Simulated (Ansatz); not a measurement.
Consider HfO2 in the fluorite structure (space group Fm-3m, No. 225; a = 5.0585 Å). Axes: x, y, z lie along the cube axes.

Structures relaxed with DFT with r2SCAN, PAW potentials and a 500 eV plane-wave cutoff in Ansatz (an electronic-structure program), scalar-relativistic without spin-orbit coupling.

Base:

Simulated powder pattern, Cu Kα1, λ = 1.54056 Å (kinematic, ideal powder, no thermal factors, no anomalous dispersion; the 10 strongest lines at most, above 2 %, up to 2θ = 90°):

```
2θ (°)  I/Imax (%)    hkl
------  ----------  -----
30.59          100  (111)
35.46           34  (200)
51.02           50  (220)
60.67           45  (311)
63.67          9.6  (222)
75.05          7.8  (400)
83.17           19  (331)
85.84           14  (420)
```

One thing is altered: uniaxial strain ε_yy = +1.30 %, all other strain components held at zero; the atoms relax in the strained cell.

After the change:

Simulated powder pattern, Cu Kα1, λ = 1.54056 Å (kinematic, ideal powder, no thermal factors, no anomalous dispersion; the 10 strongest lines at most, above 2 %, up to 2θ = 90°):

```
2θ (°)  d (Å)  I/Imax (%)    hkl
------  -----  ----------  -----
30.45   2.933         100  (111)
34.99   2.562          12  (020)
35.46   2.529          22  (200)
50.67   1.800          34  (220)
51.02   1.788          17  (202)
59.97   1.541          15  (131)
60.59   1.527          30  (311)
63.37   1.466         9.7  (222)
82.56   1.168          13  (331)
83.11   1.161         6.3  (313)
```

The indices refer to the base's conventional cell; one index is shown for lines that coincide. The space group is now I4/mmm (No. 139).

Stability against distortions was not tested. This is not the structure that HfO2 has at room temperature and ambient pressure.
